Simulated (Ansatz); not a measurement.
A computed series for InP: pressure series

Consider InP in the zinc blende structure (space group F-43m, No. 216; a = 5.907 Å).

Cell and atoms are relaxed at each pressure.

Calculations: r2SCAN (Ansatz, a quantum-chemistry and plane-wave program, PAW, without spin-orbit coupling).

Computed cases, in order: pressure −2 GPa; pressure −1 GPa; 0 GPa (base); pressure 0.9 GPa; pressure 2.1 GPa; pressure 4.5 GPa; pressure 9 GPa; pressure 15 GPa; pressure 22.5 GPa; pressure 30 GPa.

Problem. Between which two neighbouring cases does the gap turn between direct and indirect?

Solution. Between pressure 9 GPa (1.63 eV, direct at Γ) and pressure 15 GPa (1.76 eV, indirect, Γ → X). The whole series: pressure −2 GPa: 0.84 eV, direct at Γ; pressure −1 GPa: 0.94 eV, direct at Γ; 0 GPa (base): 1.03 eV, direct at Γ; pressure 0.9 GPa: 1.10 eV, direct at Γ; pressure 2.1 GPa: 1.20 eV, direct at Γ; pressure 4.5 GPa: 1.36 eV, direct at Γ; pressure 9 GPa: 1.63 eV, direct at Γ; pressure 15 GPa: 1.76 eV, indirect, Γ → X; pressure 22.5 GPa: 1.64 eV, indirect, Γ → X; pressure 30 GPa: 1.54 eV, indirect, Γ → X.

Load acts through the strain it causes; cell and atoms are relaxed under it. Whether these cells are dynamically stable was not tested. Measured, InP leaves this structure (for rock salt) near 9.8 GPa (temperature not stated; as listed in Datta, Sujoy, Jana, Debnarayan, arXiv (2020)).
